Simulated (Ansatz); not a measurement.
An Ansatz (a first-principles code) input (DFT with PBE-D3(BJ), PAW potentials and a 420 eV plane-wave cutoff in Ansatz, no spin-orbit coupling):

Ansatz 0.2 input:
```yaml
crystal:
  lattice:
    - [3.583606412, 0, 0]
    - [1.791803206, 3.10349419, 0]
    - [0, 0, 26.7248400414]
  atoms:
    - { symbol: S, position: [0.3333333333, 0.3333333333, 0.2806377882] }
    - { symbol: Pt, position: [0, 0, 0.3257652291] }
    - { symbol: S, position: [0.6666666667, 0.6666666667, 0.37089267] }
    - { symbol: S, position: [0.3333333333, 0.3333333333, 0.4548725591] }
    - { symbol: Pt, position: [0, 0, 0.5] }
    - { symbol: S, position: [0.6666666667, 0.6666666667, 0.5451274409] }
    - { symbol: S, position: [0.3333333333, 0.3333333333, 0.62910733] }
    - { symbol: Pt, position: [0, 0, 0.6742347709] }
    - { symbol: S, position: [0.6666666667, 0.6666666667, 0.7193622118] }
basis: { ecutwfc: 420, ecutrho_ratio: 4, xc_grid: 2, fft_grid_basis: typed }
kpoints: { mp_grid: { grid: [15, 15, 1] } }
hamiltonian:
  xc: pbe
  dispersion: d3bj
  pseudopotentials: { kind: paw }
scf: { occupations: { method: fermi_dirac, width: 0.05 } }
relax: { f_tol: 0.01, max_steps: 60, cell: { stress_tol: 0.02, fix: [c, alpha, beta] } }
output: { forces: true, stress: true }
checkpoint: { write: state.ck, write_every: 1000 }
```

Question: Which symmetry and how many k-points will the program report, and about how many plane waves at Γ?

Answer: Space group P-3m1 (ITA 164) with 12 operations, k-points 27 of 225, and 5723 plane waves at Γ.

Whether these cells are dynamically stable was not tested. The cell was made from PtS$_{2}$ in the CdI2 type structure (space group P-3m1, No. 164; layered, stacked along the Cartesian z axis) by this change: a free-standing slab of 3 layers (9 atoms, 3 a layer) is cut normal to the stacking axis, with 15 Å of vacuum and the in-plane cell relaxed.
